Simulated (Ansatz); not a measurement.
We consider Mg3PN (model structure, from the cubic perovskite type, Pm-3m, No. 221), described by G0W0@PBEsol in Ansatz (plane waves, hard PAW, contour deformation).

The cell is the one relaxed with PBEsol. Conventional cell: a = 4.1527 Å, b = 4.1527 Å, c = 4.1527 Å, α = 90.00°, β = 90.00°, γ = 90.00°.

The quasiparticle gap at Γ at a fixed k mesh 2×2×2:

```csv
response cutoff,value (eV)
"200 eV, 845 empty bands",2.233
"250 eV, 1181 empty bands",2.264
"300 eV, 1552 empty bands",2.285
"400 eV, 2390 empty bands",2.309
```

### Question
Taking the value to converge with the response cutoff E as E^(−3/2), extrapolate from the last two rows.

### Answer
With y = y∞ + c/w and weights w = 5196 and 8000 for the last two rows, y∞ = (w2 y2 − w1 y1)/(w2 − w1) = (8000 × 2.309 − 5196 × 2.285)/2804 = 2.353 eV, which lies 0.044 beyond the last row. Successive pairs of rows give 2.342, 2.352, 2.353. The limit also hangs on the law assumed, so its last digits aren't firm.

The other settings are not extrapolated, so this is the limit in one setting alone.

A model structure was made by putting elements into a prototype or built by hand; it is no filed structure, need not be a known phase, and can be a saddle point held by its symmetry.

Ansatz is an electronic-structure program.
